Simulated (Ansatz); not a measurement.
## Effect of isotropic strain +3.00 % on TlBiS2

Consider TlBiS2 (space group R-3m, No. 166; a = 4.085 Å, c = 21.696 Å (hexagonal axes)).

The change: every lattice vector is stretched by 3.00 %; the atoms relax in the strained cell.

Computed with PBEsol in Ansatz (plane waves to 420 eV, PAW, no spin-orbit coupling). Γ-centred 9×9×9 mesh, Fermi–Dirac width 0.05 eV.

The volume per atom grows by 2.423 Å³, from 26.13 Å³ to 28.56 Å³ and the space group remains R-3m (No. 166). The shortest interatomic distance rises by 0.048 Å to 2.878 Å and the energy increases by 28 meV/atom. The band gap goes up by 0.293 eV to 0.45 eV and the gap character stays direct at Γ. The mean gap deformation potential ΔEg/Δln V is +3.3 eV and the width of the top valence band falls by 0.63 eV to 1.55 eV. The electron mass becomes 0.23 mₑ along c, 0.15 mₑ across (at Γ) (base: 0.071 mₑ along c, 0.14 mₑ across (at Γ)) and the hole mass goes from 0.075 mₑ along c, 0.15 mₑ across (at Γ) to 0.29 mₑ along c, 0.24 mₑ across (at Γ). The valence-band top at Γ (three highest levels, from the VBM) changes from 0.00, -1.78, -1.78 eV to 0.00, -1.32, -1.32 eV and the largest internal atomic displacement amounts to 0.067 Å.

Final structure:

```yaml
crystal:
  lattice:
    - [2.10395, 1.21471, 7.44894]
    - [-2.10395, 1.21471, 7.44894]
    - [0.00000, -2.42943, 7.44894]
  atoms:
    - { symbol: Tl, position: [0.50000, 0.50000, 0.50000] }
    - { symbol: Bi, position: [0.00000, 0.00000, 0.00000] }
    - { symbol: S, position: [0.26425, 0.26425, 0.26425] }
    - { symbol: S, position: [0.73575, 0.73575, 0.73575] }
```

Spin-orbit coupling, missing from the scalar runs, can matter with Bi and Tl. Effective masses come from finite differences of ±0.01 Å⁻¹. No phonon test of stability was made. A zero or small gap of TlBiS2 can be the functional's error rather than a property of the material.

Ansatz is a quantum-chemistry and plane-wave program.
